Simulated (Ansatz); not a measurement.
A computed series for Ca3P2: element substitutions

Consider Ca$_{3}$P$_{2}$ (space group Pm-3m, No. 221; a cell from a computed database, its experimental status unchecked).

```yaml
crystal:
  lattice:
    - [5.24207, 0.00000, 0.00000]
    - [0.00000, 5.24207, 0.00000]
    - [0.00000, 0.00000, 5.24207]
  atoms:
    - { symbol: Ca, position: [0.00000, 0.50000, 0.50000] }
    - { symbol: Ca, position: [0.50000, 0.00000, 0.50000] }
    - { symbol: Ca, position: [0.50000, 0.50000, 0.00000] }
    - { symbol: P, position: [0.00000, 0.00000, 0.00000] }
    - { symbol: P, position: [0.50000, 0.50000, 0.50000] }
```

Each row replaces one element on all its sites; cell and atoms are relaxed.

All numbers come from PBEsol (Ansatz, an electronic-structure program, PAW, spin-orbit coupling left out).

```json
[
 {"change": "base", "band gap": "0.38 eV", "shortest interatomic distance": "2.621 Å", "density": "2.10 g/cm³"},
 {"change": "Ca → Be", "band gap": "zero", "shortest interatomic distance": "2.031 Å", "density": "2.20 g/cm³"},
 {"change": "P → Sb", "band gap": "0.11 eV", "shortest interatomic distance": "2.850 Å", "density": "3.26 g/cm³"},
 {"change": "P → Cl", "band gap": "zero", "shortest interatomic distance": "2.723 Å", "density": "1.97 g/cm³"}
]
```

Other magnetic orders, which the real material may have, were not ruled out. Spin-orbit coupling, missing from the scalar runs, can matter with Sb. Stability against distortions was not tested. As relaxed here, Be3P2 is a hypothetical phase, not in the database extracts checked. For Ca3Sb2 in this form, whether it has been made was not checked. Spin-polarised in the final run: Ca3Cl2; the other runs are not. The zero or small gap of Be3P2 and Ca3Sb2 can change with the level of theory.
